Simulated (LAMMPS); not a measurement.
Surface tension of the liquid across the composition of ZnSe (zinc blende) with a share x of Se sites S; each row has its own temperature.

Model: classical MD, pair style sw, file CdTeZnSeHgS0.sw, run in LAMMPS.

| x | surface tension | T (K) |
|---|---|---|
| 0.25 | 0.19 ± 0.02 N/m | 2220 |
| 0.5 | 0.19 ± 0.01 N/m | 2280 |
| 0.75 | 0.20 ± 0.01 N/m | 2340 |

Caution: the real compound melts congruently only under the pressure of its own vapour and loses its more volatile element when open.

Errors shown are sampling errors alone.
